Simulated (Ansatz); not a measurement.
The starting structures come from a database of crystals and need not be the phases stable at ambient conditions.

Inside the gap of an insulator the Bloch states are evanescent, with a wavenumber k + iκ along the transport direction.

Data:

```
K2SnBr6
1.0
    7.46220     0.00000     0.00000
    0.00000     7.46220     0.00000
    3.73110    -3.73110     5.27657
K Sn Br
2 1 6
Direct
  0.25000   0.25000   0.50000
  0.75000   0.75000   0.50000
  0.00000   0.00000   0.00000
  0.75087   0.24913   0.49825
  0.24913   0.75087   0.50175
  0.24913   0.24913   0.00000
  0.75087   0.75087   0.00000
  0.75087   0.24913   0.00000
  0.24913   0.75087   0.00000
```

Space group of this cell: Fm-3m. The cell was relaxed by PBE-D3(BJ).

Transport runs along the normal of the first two printed cell vectors, the (001) plane of the conventional cell.

The gap is the functional's own, uncorrected, and κ follows it; spin-orbit coupling is left out. Mid-gap values are interpolated between the computed energies.

**Question.** Compute, with r2SCAN run with Ansatz (a program for electronic structure), the band gap and the smallest decay constant κ at mid-gap.

**Answer.** Gap 1.40 eV on a 6×6×6 mesh; κ = 0.197 1/Å, at the zone centre.
